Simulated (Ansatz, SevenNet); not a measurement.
For Ge₂Sb₂Te₅ (P-3m1, No. 164, 9 atoms in the cell; start mp-3534), the machine-learned potential SevenNet-0 (trained on PBE and PBE+U data) gives:

```
Item                            Value
---------------------  --------------
lattice constant a            4.272 Å
lattice parameter c          18.113 Å
enthalpy of formation  -0.131 eV/atom
```

Problem. What does r²SCAN-D4 (Ansatz, a quantum-chemistry and plane-wave program, plane waves, PAW) give for the same quantities?

Solution. 
- lattice constant a: 4.219 Å (drops by 1.2 %)
- lattice parameter c: 17.925 Å (shrinks by 1.0 %)
- formation enthalpy: -0.074 eV/atom (moves by +0.057 eV/atom)

Changes are worked out from the printed values.

Unless a cell is named, each level is at its own relaxed cell (SevenNet-0 31.80, r²SCAN-D4 30.71 Å³/atom).

Levels without +SOC leave out spin–orbit coupling, which shifts energies and cells of such heavy elements.

Caveats: the relaxation could not lower the start's symmetry, so the cell can be a saddle point above a distorted one (SevenNet-0, r²SCAN-D4). Ansatz's density-functional and Hartree–Fock values are scalar-relativistic unless marked +SOC, with PAW data made under PBE.

A start named mp-… is a Materials Project structure, which need not be a measured phase.
